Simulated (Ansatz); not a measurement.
WO3, response to strain

Consider WO3 (space group Cmcm, No. 63; a = 5.4539 Å, b = 5.4743 Å, c = 7.4603 Å; a cell from a computed database, its experimental status unchecked). Axes: x, y, z lie along a, b, c of the conventional cell.

Strains are applied to the cell and any free atomic positions relax; under biaxial strain the out-of-plane vector relaxes too; under stress the whole cell relaxes.

Calculations: plane-wave PAW DFT at the PBEsol level (Ansatz, a program for electronic structure, 420 eV), scalar-relativistic without spin-orbit coupling.

Notes on the quantities. pressure: mean of the normal stresses, compression positive.

```tsv
change	width of the top valence band	pressure	smallest direct gap	volume per atom
base	1.45 eV	0.00 GPa	1.43 eV	13.92 Å³
biaxial strain +0.65 %, plane normal [001], relaxed out of plane	1.43 eV	-1.16 GPa	1.55 eV	14.06 Å³
biaxial strain +4.57 %, plane normal [001], relaxed out of plane	1.24 eV	-4.68 GPa	___	14.87 Å³
uniaxial strain ε_zz = +0.74 %	1.43 eV	-1.53 GPa	___	14.02 Å³
uniaxial stress, 0.5 GPa compression along z	1.45 eV	–	1.45 eV	13.91 Å³
```

### Question
Some entries are withheld; estimate them.

### Answer

- biaxial strain +4.57 %, plane normal [001], relaxed out of plane, smallest direct gap: 2.28 eV
- uniaxial strain ε_zz = +0.74 %, smallest direct gap: 1.37 eV

Spin-orbit coupling, missing from the scalar runs, can matter with W. Beyond what the load breaks, stability against distortions was not tested.
